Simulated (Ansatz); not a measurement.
A structure of graphene on graphene off equilibrium:

```yaml
crystal:
  lattice:
    - [2.46582, 0.00000, 0.00000]
    - [-1.23291, 2.13546, 0.00000]
    - [0.00000, 0.00000, 21.35000]
  atoms:
    - { symbol: C, position: [0.33333, 0.66667, 0.42155] }
    - { symbol: C, position: [0.66667, 0.33333, 0.42155] }
    - { symbol: C, position: [0.66667, 0.33333, 0.57845] }
    - { symbol: C, position: [0.00000, 0.00000, 0.57845] }
```

Level of theory: PBE (plane waves to 420 eV, PAW; Ansatz, a program for electronic structure). Scalar-relativistic, without spin–orbit coupling. Its k-point mesh 21×21×1, Fermi–Dirac width 0.05 eV. A dipole correction is on.

### Question
What forces act on the atoms (eV/Å, in the order given)?

### Answer
| atom | Fx | Fy | Fz |
|---|---|---|---|
| C1 | 0.000 | 0.000 | -0.067 |
| C2 | 0.000 | 0.000 | -0.050 |
| C3 | 0.000 | 0.000 | 0.050 |
| C4 | 0.000 | 0.000 | 0.067 |
